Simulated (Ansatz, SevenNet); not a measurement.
**How the lattice parameter c of NbAs (I4₁md, No. 109; start mp-2059) moves with the method**

No measured value is used here.

| level (code) | value (Å) |
|---|---|
| SevenNet-l3i5 (SevenNet) | 11.765 |
| LDA (Ansatz) | ___ |
| PBE (Ansatz) | 11.747 |
| PBEsol (Ansatz) | 11.591 |
| PBE-D3(BJ) (Ansatz) | ___ |
| r²SCAN (Ansatz) | 11.763 |
| r²SCAN+rVV10 (Ansatz) | 11.717 |

Fill in the missing entries.


- LDA (Ansatz, a quantum-chemistry and plane-wave program), value (Å): 11.528
- PBE-D3(BJ) (Ansatz), value (Å): 11.556

SevenNet-l3i5, LDA, PBE, PBEsol, PBE-D3(BJ), r²SCAN, r²SCAN+rVV10: the relaxation could not lower the start's symmetry, so the cell can be a saddle point above a distorted one. LDA, PBE, PBEsol, PBE-D3(BJ), r²SCAN, r²SCAN+rVV10: the run has no spin polarisation, so it can have missed a magnetic state. Cutoffs differ between the levels. Ansatz's density-functional and Hartree–Fock values are scalar-relativistic unless marked +SOC, with PAW data made under PBE.

Machine-learned potentials (SevenNet-l3i5) are trained on DFT data, which may include these solids.

A start named mp-… is a Materials Project structure, which can be a computed phase never made.
